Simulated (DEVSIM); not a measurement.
System: Si p-n junction from an implanted or diffused profile, at 300 K.

Layer 1 from the left is Si, thickness (μm) 17.0, Nd (cm⁻³) 2.7e14, τn (s) 0.00012, τp (s) 0.00012.

Added acceptor profile: 1.4e18 cm⁻³ × exp(−(x − 0 μm)²/(2·(0.072 μm)²)). Left contact: ohmic. Right contact: ohmic. Voltage is applied to the left contact. Recombination: SRH at mid-gap. Mobility is constant in doping.

Constants are typed, rounded textbook-type inputs, not results; the design itself was drawn at random and stands for no fabricated device. Values at 300 K.

Si: gap (eV) 1.124, affinity (eV) 4.05, permittivity 11.7, Nc (cm⁻³) 2.86e19, Nv (cm⁻³) 3.1e19, μn (cm²/Vs) 1417, μp (cm²/Vs) 470.

Simulated with DEVSIM: 1D drift-diffusion, Boltzmann statistics, complete ionisation; no tunnelling, impact ionisation, image-force lowering or self-heating.

Problem. What does the simulation give for the dark forward voltage at 1 A/cm², the potential step across the device at zero bias, the dark forward voltage at 100 A/cm²?

Solution. dark forward voltage at 1 A/cm² 0.569 V; potential step across the device at zero bias 0.745 V; dark forward voltage at 100 A/cm² 0.846 V.
